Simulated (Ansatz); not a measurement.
The starting structures come from a database of crystals and need not be the phases stable at ambient conditions.

## Evanescent states of Ba(MgSb)₂ (P-3m1, not sure to be the ambient phase, 5 atoms a cell, 32.7 Å³ an atom) along the normal of (111)

Method: r2SCAN (plane waves, PAW; Ansatz, a first-principles code).

The gap is the functional's own, uncorrected, and κ follows it; spin-orbit coupling is left out. Mid-gap values are interpolated between the computed energies.

Energies count from the valence-band top; κ is the least over a 4×4 mesh across the current.

| E (eV) | κ (1/Å) | where |
|---|---|---|
| 0.04 | 0.036 | Γ |
| 0.12 | 0.061 | Γ |
| 0.20 | 0.077 | Γ |
| 0.28 | (withheld) | Γ |
| 0.36 | (withheld) | Γ |
| 0.44 | (withheld) | Γ |
| 0.52 | (withheld) | Γ |
| 0.60 | (withheld) | Γ |
| 0.68 | (withheld) | Γ |
| 0.76 | (withheld) | off Γ |
| 0.84 | (withheld) | off Γ |
| 0.92 | (withheld) | off Γ |
| 1.00 | 0.087 | off Γ |
| 1.08 | 0.069 | off Γ |
| 1.16 | 0.042 | off Γ |

Task: Fill in the missing entries.

Result: 
- 0.28, κ (1/Å): 0.089
- 0.36, κ (1/Å): 0.098
- 0.44, κ (1/Å): 0.106
- 0.52, κ (1/Å): 0.113
- 0.60, κ (1/Å): 0.118
- 0.68, κ (1/Å): 0.123
- 0.76, κ (1/Å): 0.122
- 0.84, κ (1/Å): 0.113
- 0.92, κ (1/Å): 0.101
